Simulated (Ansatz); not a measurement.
Where the default PAW files enter, the runs use the earlier of Ansatz's two default sets.

The decay constant κ of evanescent states in the gap governs leakage through a thin film.

Data:

```xyz
28
Lattice="3.8075 0.0000 0.0000 -1.9037 3.2974 0.0000 0.0000 0.0000 44.9036" Properties=species:S:1:pos:R:3 pbc="T T T"
Zn     1.9037     1.0991     3.2106
Zn     0.0000     2.1982    25.6624
Zn     0.0000     0.0000    28.8685
Zn     0.0000     0.0000     6.4167
Zn     0.0000     2.1982    35.2808
Zn     1.9037     1.0991    12.8290
Zn     0.0000     0.0000    16.0396
Zn     0.0000     0.0000    38.4914
Zn     1.9037     1.0991    41.6975
Zn     0.0000     2.1982    19.2457
Zn     0.0000     2.1982     9.6228
Zn     1.9037     1.0991    32.0746
Zn     0.0000     2.1982     0.0000
Zn     1.9037     1.0991    22.4518
S      0.0000     2.1982    21.6435
S      1.9037     1.0991    44.0953
S      0.0000     2.1982     2.4068
S      1.9037     1.0991    24.8586
S      1.9037     1.0991    15.2358
S      0.0000     2.1982    37.6876
S      0.0000     0.0000    18.4419
S      0.0000     0.0000    40.8937
S      1.9037     1.0991    34.4770
S      0.0000     2.1982    12.0252
S      0.0000     0.0000     8.8191
S      0.0000     0.0000    31.2709
S      1.9037     1.0991     5.6130
S      0.0000     2.1982    28.0648
```

Space group of this cell: P6_3mc. The cell is strained (lengths along the current scaled by 1.03, ions clamped); by r2SCAN its mean pressure is -2.0 GPa.

Transport runs along the normal of the first two printed cell vectors, the (001) (indices of the unstrained crystal) plane of the conventional cell.

The gap is the functional's own, uncorrected, and κ follows it; spin-orbit coupling is left out. Mid-gap values are interpolated between the computed energies.

Q: State the band gap and the smallest decay constant κ at mid-gap according to Ansatz (an electronic-structure program) with r2SCAN.

A: Gap 2.52 eV on a 12×12×1 mesh; κ = 0.164 1/Å, at the zone centre.
